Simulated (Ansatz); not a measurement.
The parent structure is TaAs in the CsCl type structure (space group Pm-3m, No. 221; a = 3.215 Å; a hypothetical phase, not in the database extracts checked; relaxed with 0.1 eV smearing). Axes: x, y, z lie along the cube axes.

(Cell as relaxed with PBE.)

Levels (all Ansatz, a quantum-chemistry and plane-wave program, PAW): PBE (420 eV, scalar-relativistic without spin-orbit coupling); PBEsol (420 eV, scalar-relativistic without spin-orbit coupling).

Each level relaxes its own structure.

```csv
base,PBE,PBEsol
volume per atom,16.62 Å³,16.05 Å³
lattice parameter a,3.215 Å,3.178 Å
band gap,zero,zero
```

One thing is altered: a pure shear with ε_yz = ε_zy = 0.0392; the atoms relax in the strained cell.

```json
[
 {"quantity": "energy relative to the base (free energy F)", "PBE": "+37 meV/atom", "PBEsol": "[?]"},
 {"quantity": "shortest interatomic distance", "PBE": "2.712 Å", "PBEsol": "[?]"},
 {"quantity": "pressure (mean of the normal stresses, compression positive)", "PBE": "1.3 GPa", "PBEsol": "[?]"}
]
```

### Question
Predict the PBEsol column.

### Answer

- energy relative to the base (free energy F), PBEsol: +39 meV/atom
- shortest interatomic distance, PBEsol: 2.681 Å
- pressure (mean of the normal stresses, compression positive), PBEsol: 1.4 GPa

PBE's energy relative to the base lies 2.3 meV/atom below PBEsol's; PBE's shortest interatomic distance lies 0.031 Å above PBEsol's (1.2 %). Neither level is exact; PBEsol is the comparison here, not a measurement.

Whether these cells are dynamically stable was not tested. The final runs are not spin-polarised.
